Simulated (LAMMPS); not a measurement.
Simulation of CdTe (zinc blende) with 75 % of Te sites Se, 4096 atoms, at 1020 K and 0 GPa, heated as the crystal.

Model: classical MD, pair style sw, file CdTeZnSeHgS0.sw (LAMMPS).

| angle (°) | probability per degree, Se-Cd-Se | probability per degree, Se-Cd-Te | probability per degree, Te-Cd-Te |
|---|---|---|---|
| 79.50 | 0.0000 | 0.0000 | 0.0000 |
| 82.50 | 0.0000 | 0.0000 | 0.0003 |
| 85.50 | 0.0000 | 0.0001 | 0.0004 |
| 88.50 | 0.0002 | 0.0006 | 0.0016 |
| 91.50 | 0.0008 | 0.0022 | 0.0057 |
| 94.50 | 0.0026 | 0.0065 | 0.0128 |
| 97.50 | 0.0076 | 0.0150 | 0.0276 |
| 100.5 | 0.0193 | 0.0293 | 0.0426 |
| 103.5 | 0.0347 | 0.0477 | 0.0583 |
| 106.5 | 0.0544 | 0.0597 | 0.0663 |
| 109.5 | 0.0657 | 0.0624 | 0.0500 |
| 112.5 | 0.0573 | 0.0497 | 0.0314 |
| 115.5 | 0.0453 | 0.0331 | 0.0201 |
| 118.5 | 0.0259 | 0.0164 | 0.0106 |
| 121.5 | 0.0125 | 0.0073 | 0.0036 |
| 124.5 | 0.0052 | 0.0024 | 0.0016 |
| 127.5 | 0.0014 | 0.0008 | 0.0003 |
| 130.5 | 0.0004 | 0.0001 | 0.0001 |
| 133.5 | 0.0001 | 0.0000 | 0.0001 |
| 136.5 | 0.0000 | 0.0000 | 0.0000 |

Read from the full data:
- state found: crystal; no diffusion seen in 30 ps
- most common Se-Cd-Se angle: in the 3° bin centred on 109.5° (mean of all 110°)
- most common Se-Cd-Te angle: in the 3° bin centred on 109.5° (mean of all 108°)
- most common Te-Cd-Te angle: in the 3° bin centred on 106.5° (mean of all 106°)

Caution: the random arrangement on this lattice is imposed, and need not be a phase that exists in equilibrium. Caution: a run this short can hold a crystal over, or a liquid under, the potential's melting point.
